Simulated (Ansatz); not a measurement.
Start from AgI (space group P6_422, No. 181; a = 4.5810 Å, c = 10.6865 Å; a hypothetical phase, not in the database extracts checked).

Method: PBE (Ansatz, a program for electronic structure, PAW, no SOC).

Base values:

The valley order comes out as Γ 0.70 eV; L (1/2, 0, 1/2) 1.94 eV and the electron mass is 0.14 mₑ along c, 0.15 mₑ across (at Γ). The hole mass is 0.61 mₑ along k, 0.34 mₑ across (at A) and the width of the top valence band is 1.14 eV.

Now apply this change: every lattice vector is stretched by 5.37 %; the atoms relax in the strained cell.

### Question
Predict the new valley order, electron mass, hole mass and width of the top valence band.

### Answer
The valley order (the lowest conduction-band minima on the path, energy above the VBM, named in the base's zone) goes from Γ 0.70 eV; L (1/2, 0, 1/2) 1.94 eV to Γ 0.77 eV; L (1/2, 0, 1/2) 2.08 eV; the electron mass changes from 0.14 mₑ along c, 0.15 mₑ across (at Γ) to 0.15 mₑ along c, 0.16 mₑ across (at Γ); the hole mass becomes 0.75 mₑ along k, 0.43 mₑ across (at A) (base: 0.61 mₑ along k, 0.34 mₑ across (at A)); the width of the top valence band falls by 0.29 eV, from 1.14 eV to 0.85 eV.

With I present, leaving out spin-orbit coupling can change the band edges. The levels and masses belong to the bands next to the band gap. Masses are band curvatures over ±0.01 Å⁻¹ around the edge. Along k means along the line from Γ to the band edge. No phonon test of stability was made. The base started in P3_121 and relaxed to P6_422 at this level.
